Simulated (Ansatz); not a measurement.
Cell and atoms of amorphous Ta16O40Ag:

```xyz
57
Lattice="9.3290 0.0000 0.0000 0.0000 9.3290 0.0000 0.0000 0.0000 9.3290" Properties=species:S:1:pos:R:3 pbc="T T T"
Ta     6.5904     6.0171     6.2775
Ta     7.5138     0.2746     0.2466
Ta     9.3243     3.5391     3.5332
Ta     2.4507     1.4645     5.9517
Ta     8.2051     5.7335     0.4850
Ta     6.7328     7.8578     3.4961
Ta     5.4708     8.9408     6.5664
Ta     1.7149     1.2903     1.1076
Ta     5.9032     3.0604     5.0795
Ta     6.5923     3.1942     8.6010
Ta     0.5184     6.7858     4.8768
Ta     0.0201     2.9191     7.2510
Ta     3.0525     4.5369     8.8989
Ta     1.2399     7.4328     8.4835
Ta     5.4130     5.2740     2.2633
Ta     3.4914     8.4448     3.4311
O      1.0904     2.2661     2.7043
O      4.7216     7.2101     2.5438
O      6.3416     6.0212     4.0528
O      3.7719     5.0848     1.2842
O      8.4752     5.8025     5.7404
O      8.7447     7.6834     3.6683
O      0.8214     5.8556     0.2685
O      8.6424     7.7515     9.2207
O      2.2518     0.2773     4.5720
O      8.7977     4.6171     2.1031
O      4.9570     7.0936     6.5266
O      2.4315     2.8133     0.3571
O      4.6771     3.8105     8.3131
O      6.9872     9.1132     2.0408
O      1.5521     4.1028     7.5678
O      7.0419     5.9197     8.1157
O      2.8659     6.3596     8.2625
O      3.7021     0.3225     6.8818
O      3.7780     2.6263     5.3979
O      5.1745     3.7499     3.3334
O      1.0479     4.9935     4.2721
O      9.1857     0.9792     0.8530
O      0.9419     7.6344     6.5879
O      7.0131     6.5830     1.7841
O      7.0472     8.0206     5.5554
O      8.4895     3.9404     8.8361
O      1.2312     1.4704     7.5462
O      2.3566     7.0918     4.0809
O      6.1646     1.7467     0.3876
O      5.2330     4.6716     5.8966
O      6.4610     4.4137     0.8570
O      1.9050     8.9084     0.0049
O      7.9683     1.6544     8.0134
O      5.1077     8.9459     4.3274
O      0.6250     2.6284     5.4090
O      6.0443     1.3942     5.9537
O      3.0904     0.3670     2.0943
O      6.2900     8.8410     8.2413
O      7.2753     3.6220     6.5987
O      7.5837     2.9728     4.0644
Ag     3.0132     5.0905     5.6177
```

Calculation: PBE, scalar-relativistic without spin-orbit coupling (plane waves to 420 eV, PAW; Ansatz, a program for electronic structure). In the spin-polarised cell the level spacing at the Fermi energy can part levels of unlike spin.

It comes from a melt-quench run on a machine-learned potential (CHGNet), relaxed afterwards by DFT. O atoms were pushed apart under 1.9 Å during the dynamics, to hinder bonds among them. The hot cell started wider than the set density and was brought back towards it in steps. It is the lowest in DFT energy of 2 quenches. It is a model cell: composition and starting density were chosen by hand, and all elements were melted together. No dispersion term was used. Its density started from a set value of 7.47 and ended at 7.45 g/cm³. The simulated quench (nominally 240 K/ps over its main leg) is rapid and tends to freeze in more defects than a deposited or slowly cooled glass has. One small periodic cell is one sample of the glass; other quenches scatter about these values. The volume was free in the relaxation, at fixed shape. Stress components on the final sampling reach 2.3 GPa. On a 2×2×2 Γ-centred mesh force components of up to 0.28 eV/Å stay, since the relaxation ran on the zone centre alone.

Neighbours within Ta-Ta 3.12 Å, Ta-O 2.42 Å, Ta-Ag 3.16 Å, O-O 1.58 Å, O-Ag 2.53 Å, Ag-Ag 3.19 Å count as bonded. Two cations that share two anions don't count as bonded, nor two that share one unless they lie closer than Ta-Ta 3.04 Å, Ta-Ag 3.07 Å, Ag-Ag 3.10 Å.

Question: Give the coordination numbers, mean bond lengths and angles.

Answer: 
| Quantity | Value |
|---|---|
| Mean coordination of Ta by anions | 5.69 (7 with 5, 7 with 6, 2 with 7) |
| Mean coordination of O | 2.33 (27 with 2, 13 with 3) |
| Mean coordination of Ag by anions | 2.00 (1 with 2) |
| Mean Ta-O bond | 2.005 Å (spread 0.115 Å, 91 counted) |
| Mean O-Ag bond | 2.330 Å (spread 0.054 Å, 2 counted) |
| Bond angle at Ta | mean 103.7°, spread 27.3° |
| Bond angle at O | mean 126.9°, spread 23.3° |

Question: List the pairs of like atoms that count as bonded by the rules above.

Answer: There are none by these rules.
